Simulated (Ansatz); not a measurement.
## Rock-salt GaSb (model structure)

Calculation: LDA in Ansatz (PAW).

Settings: plane-wave cutoff 500 eV, 12×12×12 k mesh, Fermi–Dirac smearing 0.05 eV, scalar-relativistic PAW data made under PBE.

Cell (relaxed at this level):

```
GaSb
1.0
    0.00000     2.82299     2.82299
    2.82299     0.00000     2.82299
    2.82299     2.82299     0.00000
Ga Sb
1 1
Direct
  0.00000   0.00000   0.00000
  0.50000   0.50000   0.50000
```

| Quantity | Value |
|---|---|
| band gap | none |

Note: the relaxation could raise the start's symmetry but not lower it, so the cell can be a saddle point.

Spin–orbit coupling is not included.

Static lattice: no zero-point or thermal effects.

The result took around 23 core-seconds (rough).

A model structure was made by putting elements into a prototype or built by hand; it is no filed structure, need not be a known phase, and can be a saddle point held by its symmetry.

Ansatz is a quantum-chemistry and plane-wave program.
